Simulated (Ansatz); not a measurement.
**CuI, response to strain**

Consider CuI in the zinc blende structure (space group F-43m, No. 216).

```xyz
2
Lattice="0.0000 2.9309 2.9309 2.9309 0.0000 2.9309 2.9309 2.9309 0.0000" Properties=species:S:1:pos:R:3 pbc="T T T"
Cu     0.0000     0.0000     0.0000
I      1.4655     1.4655     1.4655
```

Cartesian axes are those of the cell as printed.

Strains are applied to the cell and any free atomic positions relax; under biaxial strain the out-of-plane vector relaxes too.

All numbers come from Ansatz (a program for electronic structure), LDA, PAW, cutoff 420 eV, spin-orbit coupling left out.

Notes on the quantities. energy relative to the base: free energy F.

| biaxial strain, plane normal [111], relaxed out of plane (%) | energy relative to the base (meV/atom) |
|---|---|
| -2.5 | 9.9 |
| -2.08 | 6.8 |
| -1.67 | 4.4 |
| -1.25 | 2.4 |
| -0.83 | 1.1 |
| -0.42 | ? |
| 0 | 0.0 |

**Question.** Fit ΔE = Aε² + Bε³ (ε in %) to the rows shown and predict the withheld row.

**Answer.** Least squares on the printed values gives A = 1.54 and B = -0.019 meV/atom (largest residual 0.0 meV/atom); this predicts 0.3 meV/atom, and the run gives 0.3 meV/atom, in agreement.

Stability against distortions was not tested. The final runs are not spin-polarised.
